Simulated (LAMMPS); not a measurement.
LAMMPS 22 Jul 2025, classical MD, Tersoff (Si.tersoff): Si, 1728 atoms.

```json
{
  "task": "MD, nve",
  "potential": "Tersoff, Si.tersoff",
  "copies_of_the_repeat_unit": "6×6×6",
  "shape (slab and sphere leave vacuum in the box)": "bulk",
  "neighbor_skin": "2 Å",
  "neigh_modify": "every 1 delay 0 check yes",
  "newton": "on (default)",
  "atom_modify sort (bins of 2 Å where set)": "1000 (default)",
  "comm_style": "brick (default)",
  "box": "32.6 × 32.6 × 32.6 Å",
  "start": "generated diamond lattice, warmed in an untimed run"
}
```

All runs start from one configuration, warmed at this fixed volume for 1000 steps under a thermostat at 900 K. The run at the shortest step has a mean temperature of 906 K and a mean pressure of -0.3 GPa.

Each run covers about 2.0 ps at constant energy (mean temperature 906 K at the shortest step); σ is the standard deviation over the printed steps. Single runs; times are not shown.

Steps tried: 0.5 fs, 1 fs, 2 fs, 2.5 fs, 4 fs, 5 fs, 8 fs, 10 fs, 16 fs, 20 fs, 32 fs.

Problem. Choose the longest time step that keeps σ(total energy)/σ(kinetic energy) under 10 %.

Solution. 5 fs. The run fails or blows up at 16 fs, 20 fs, 32 fs.

| time step | σ(E total)/σ(E kinetic) | last minus first total energy (meV/atom) | mean temperature (K) |
|---|---|---|---|
| 0.5 fs | 0.00045 | under 0.001 | 906 |
| 1 fs | 0.0017 | under 0.001 | 905 |
| 2 fs | 0.0066 | −0.018 | 904 |
| 2.5 fs | 0.014 | −0.0032 | 903 |
| 4 fs | 0.027 | +0.13 | 898 |
| 5 fs | 0.040 | +0.087 | 893 |
| 8 fs | 0.46 | +3.6 | 877 |
| 10 fs | 2.3 | +56 | 916 |
| 16 fs | stops: Lost atoms | — | — |
| 20 fs | stops: Lost atoms | — | — |
| 32 fs | stops: Lost atoms | — | — |

The bar is a choice.
